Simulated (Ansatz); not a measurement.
Base system: VBiO$_{4}$ (space group I4_1/a, No. 88; a = 5.121 Å, c = 11.621 Å).

Level of theory: Ansatz (a first-principles code) r2SCAN, without spin-orbit coupling.

For the base:

* **Band gap**: 2.46 eV
* **Lattice parameter a**: 512.1 pm

Now apply this change: a negative pressure, −2 GPa.

### Question
Estimate the effect on the band gap and lattice parameter a.

### Answer
The band gap grows by 0.05 eV, from 2.46 eV to 2.51 eV; the lattice parameter a rises by 2.1 pm (512.1 pm → 514.2 pm).

With Bi present, leaving out spin-orbit coupling can change the band edges. Load acts through the strain it causes; cell and atoms are relaxed under it. Stability against distortions was not tested. Starting moments died away, wholly or in part, for the base; another magnetic solution may exist. All final runs are without spin polarisation.
